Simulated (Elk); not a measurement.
Band structure of La₃Ga (Pm-3m, 4 atoms in the cell).

```
La3Ga
1.0
    4.98640     0.00000     0.00000
    0.00000     4.98640     0.00000
    0.00000     0.00000     4.98640
La Ga
3 1
Cartesian
  0.00000   2.49320   2.49320
  2.49320   0.00000   2.49320
  2.49320   2.49320   0.00000
  0.00000   0.00000   0.00000
```

Method: PBEsol, all-electron FP-LAPW, Elk's shipped species files, APW+lo basis with extra local orbitals (Elk 10.2.4).

Settings: xctype = 22; rgkmax = 8; stype = 3; swidth = 0.00183747 Ha; ngridk = 7 7 7; gmaxvr = 14 1/bohr; nxlo = 2; lorbcnd = true; lmaxi = 2.

The starting cell comes from a database of computed structures (which also holds hypothetical and non-ambient phases and stackings), without a prior relaxation at this level. Its lattice was rescaled by a random factor within 2.5 % of one. Values depend on the basis (sphere radii, cutoffs, local orbitals), which need not be converged.

Levels in eV from the Fermi level, bands 20 to 27:
```
point     20     21     22     23     24    25    26    27
-----  -----  -----  -----  -----  -----  ----  ----  ----
Γ      -0.98  -0.98  -0.97  -0.97  -0.97  0.77  0.77  0.77
X      -1.26  -0.73  -0.73  -0.63   0.62  0.99  1.10  1.24
M      -1.26  -1.26  -0.06  -0.06   0.28  0.75  1.06  1.06
R      -1.15  -1.15   0.32   0.32   0.32  1.24  1.43  1.43
```

Bands cross the Fermi level along this path, so the cell is metallic at this level.
